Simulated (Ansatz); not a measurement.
The starting structures come from a database of crystals and need not be the phases stable at ambient conditions.

 Where the default PAW files enter, the runs use the earlier of Ansatz's two default sets.

# Evanescent states of Ge₃N₄ (P31c, not sure to be the ambient phase, 28 atoms a cell, 12.4 Å³ an atom) along the normal of (001)

Level of theory: PBEsol (plane waves, PAW; Ansatz, an electronic-structure program).

The gap is the functional's own. No spin-orbit coupling. Mid-gap values are interpolated on the energy grid.

Energies count from the valence-band top; κ is the least over a 6×6 mesh across the current.

```json
[
 {"E (eV)": "0.06", "κ (1/Å)": "0.086", "where": "off Γ"},
 {"E (eV)": "0.18", "κ (1/Å)": "0.142", "where": "Γ"},
 {"E (eV)": "0.30", "κ (1/Å)": "0.166", "where": "Γ"},
 {"E (eV)": "0.42", "κ (1/Å)": "0.182", "where": "Γ"},
 {"E (eV)": "0.54", "κ (1/Å)": "0.193", "where": "Γ"},
 {"E (eV)": "0.66", "κ (1/Å)": "0.199", "where": "Γ"},
 {"E (eV)": "0.78", "κ (1/Å)": "0.203", "where": "Γ"},
 {"E (eV)": "0.90", "κ (1/Å)": "0.204", "where": "Γ"},
 {"E (eV)": "1.02", "κ (1/Å)": "0.203", "where": "Γ"},
 {"E (eV)": "1.14", "κ (1/Å)": "0.201", "where": "Γ"},
 {"E (eV)": "1.26", "κ (1/Å)": "0.196", "where": "Γ"},
 {"E (eV)": "1.38", "κ (1/Å)": "0.190", "where": "Γ"},
 {"E (eV)": "1.50", "κ (1/Å)": "0.181", "where": "Γ"},
 {"E (eV)": "1.62", "κ (1/Å)": "0.171", "where": "Γ"},
 {"E (eV)": "1.74", "κ (1/Å)": "0.157", "where": "Γ"},
 {"E (eV)": "1.86", "κ (1/Å)": "0.139", "where": "Γ"},
 {"E (eV)": "1.98", "κ (1/Å)": "0.117", "where": "Γ"},
 {"E (eV)": "2.10", "κ (1/Å)": "0.084", "where": "Γ"}
]
```

### Question
How thick must the barrier be to attenuate the transmission by 10^4 when the electrodes' Fermi level lies at 0.30 eV, and what attenuation does that film give at 1.86 eV?

### Answer
d = 4 ln 10 / (2 × 0.166) = 27.7 Å. At 1.86 eV it gives 4 × 0.139/0.166 = 3.3 decades.
